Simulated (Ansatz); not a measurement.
## Phonon-limited transport in MgAu (Pm-3m)

Input:

```yaml
crystal:
  lattice:
    - [3.25713, 0.00000, 0.00000]
    - [0.00000, 3.25713, 0.00000]
    - [0.00000, 0.00000, 3.25713]
  atoms:
    - { symbol: Mg, position: [0.50000, 0.50000, 0.50000] }
    - { symbol: Au, position: [0.00000, 0.00000, 0.00000] }
```

These are PBEsol, DFPT electron-phonon coupling, linearised Boltzmann equation (plane waves, PAW, scalar-relativistic; Ansatz, a first-principles code) values and carry that method's errors. Geometry: relaxed with this functional, without spin-orbit coupling.

```
Item                                                                                                    Result
----------------------------------------------------------------------------------  --------------------------
resistivity at 300 K                                                                                 5.7 μΩ·cm
resistivity at 77 K                                                                                 1.23 μΩ·cm
electron mean free path at 300 K (weighted by the current that each state carries)                     16.6 nm
electron-phonon coupling λ                                                                                0.37
transport coupling λ_tr                                                                                   0.41
logarithmic mean phonon energy                                                                         8.0 meV
density of states at the Fermi level                                                0.28 states/(eV·spin·cell)
Drude plasma energy                                                                                     8.8 eV
```

A metal at this level (no band gap). Only scattering by harmonic phonons is included (no impurities, grain boundaries, electron-electron scattering or thermal expansion). Spin-orbit coupling is left out, which matters with elements this heavy. The squared frequency of the phonon mode least converged on the k mesh is uncertain by 13 %. Halving the electron mesh (28x28x28) moves the resistivity by up to 8 % at 300 K, the mean free path by up to 3 %, the coupling by up to 2 %. Smearing 0.20 eV; phonons on a 4x4x4 q mesh, which this run doesn't test and which matters most at low temperature.

Formula and space group known from diffraction (Crystallography Open Database), not checked to be the room-temperature form: MgAu (Pm-3m).
